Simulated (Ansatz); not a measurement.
## InP: band gap against strain

InP (zinc blende, F-43m, 25.392 Å³/atom at rest) under an equal strain ε in the (001) plane with the normal axis free, as in a coherent film. PBEsol in Ansatz, a plane-wave DFT program (PAW, default set), 420 eV, 10×10×10 Γ-centred mesh, Fermi-Dirac smearing 0.05 eV; ions are relaxed within the symmetry of each cell. Gaps are the smallest over the k-mesh and a band path, without spin-orbit coupling; in all rows the valence edge lies at Γ and the conduction edge at Γ.

Here s stands for strain and Eg for gap.

```
strain (%)  gap (eV)
----------  --------
0.00           0.569
0.50           0.512
1.00           0.457
1.50           0.402
3.00               ?
```

Problem. Using a straight line, estimate the missing Eg at s = 3.00 from the other rows, showing the fit.

Solution. Means: s 0.75000, Eg 0.4850. About the means, the sum of products is -0.13900 and the sum of squares of s is 1.2500; the slope is their ratio. Least squares gives Eg = 0.5684 - 0.11120·s. Residuals (row less fit): 0.0006, -0.0008, -0.0002, 0.0004; standard error 0.0008 (degrees of freedom: 2). Over these rows the gap moves by -11 ± 0.07 eV per unit strain. At the withheld row, Eg = 0.5684 - 0.11120 × 3.0 = 0.2348 eV. The calculation gives 0.244 eV, 0.0092 eV above the prediction (2.8 % of the range of Eg in the table). The row lies outside the fitted rows, so this is an extrapolation. From the scatter of the fitted rows alone, a prediction at this place has a standard error of 0.0018 eV, so the miss is 5.1 times that.

One order more, fitted to all 7 runs of the series, follows each within 0.001, so the miss is the next term of a smooth law. Spin-orbit coupling is left out, which can shift this property for InP. Rows are the converged runs of the series near zero and its far end; series whose fitted rows scatter by over a few per cent of the range, as at a crossing or softening among them, aren't shown in this form. Most that stay on the fit to the last digits aren't either.
